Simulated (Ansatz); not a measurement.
# Response to strain in Zr

Start from Zr in the hcp (Mg type) structure (space group P6_3/mmc, No. 194; a = 3.182 Å, c = 5.124 Å; relaxed with 0.1 eV smearing). Axes: x lies along a and z along c of the hexagonal cell.

Strains are applied to the cell and any free atomic positions relax; under biaxial strain the out-of-plane vector relaxes too.

Level of theory: plane-wave PAW DFT at the PBEsol level (Ansatz, a program for electronic structure, 420 eV), no spin-orbit coupling.

Notes on the quantities. in-plane stress: mean in-plane stress (compression positive).

```tsv
variant	out-of-plane strain	in-plane stress
biaxial strain −3.00 %, plane normal [001], relaxed out of plane	+2.96 %	+4.2 GPa
biaxial strain −2.50 %, plane normal [001], relaxed out of plane	+2.39 %	+3.6 GPa
biaxial strain −2.00 %, plane normal [001], relaxed out of plane	+1.86 %	+2.9 GPa
biaxial strain −1.50 %, plane normal [001], relaxed out of plane	+1.36 %	+2.2 GPa
biaxial strain −0.50 %, plane normal [001], relaxed out of plane	___	+0.8 GPa
biaxial strain +0.50 %, plane normal [001], relaxed out of plane	-0.42 %	-0.8 GPa
biaxial strain +1.00 %, plane normal [001], relaxed out of plane	-0.82 %	-1.5 GPa
biaxial strain +1.50 %, plane normal [001], relaxed out of plane	___	-2.3 GPa
biaxial strain +2.50 %, plane normal [001], relaxed out of plane	-1.99 %	-3.7 GPa
```

Problem. Complete the table.

Solution. 
- biaxial strain −0.50 %, plane normal [001], relaxed out of plane, out-of-plane strain: +0.43 %
- biaxial strain +1.50 %, plane normal [001], relaxed out of plane, out-of-plane strain: -1.21 %

Stability against distortions was not tested. All final runs are without spin polarisation.
